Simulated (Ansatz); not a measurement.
## Cubic perovskite CsCaF₃: properties by level of theory

Reference values: bulk modulus 50.9 GPa (measured, room temperature, no zero-point or thermal correction; as tabulated in Vaitheeswaran et al. (2016), arXiv:1609.00541).

```
level (code)                   lattice parameter a (Å)  bulk modulus (GPa)  band gap (eV)
-----------------------------  -----------------------  ------------------  -------------
LDA (Ansatz)                                     4.407                64.6           7.31
r²SCAN (Ansatz)                                  4.517                54.9           8.05
B3LYP (VWN-RPA form) (Ansatz)                    4.579                48.8           9.27
```

Computed values are for a static lattice. Levels without +SOC have no spin–orbit coupling; where heavier elements are present it shifts gaps, mostly down, and can invert bands.  LDA, r²SCAN, B3LYP (VWN-RPA form): the relaxation could not lower the start's symmetry, so the cell can be a saddle point above a distorted one. Each level is taken at its own relaxed cell. Cutoffs and k meshes differ between the levels. Ansatz's density-functional and Hartree–Fock values are scalar-relativistic unless marked +SOC, with PAW data made under PBE.

Caveats: the relaxation could not lower the start's symmetry, so the cell can be a saddle point above a distorted one (LDA, r²SCAN, B3LYP (VWN-RPA form)). Ansatz's density-functional and Hartree–Fock values are scalar-relativistic unless marked +SOC, with PAW data made under PBE.

The computed numbers hold no vibrational or temperature effects.

Ansatz is an electronic-structure program.
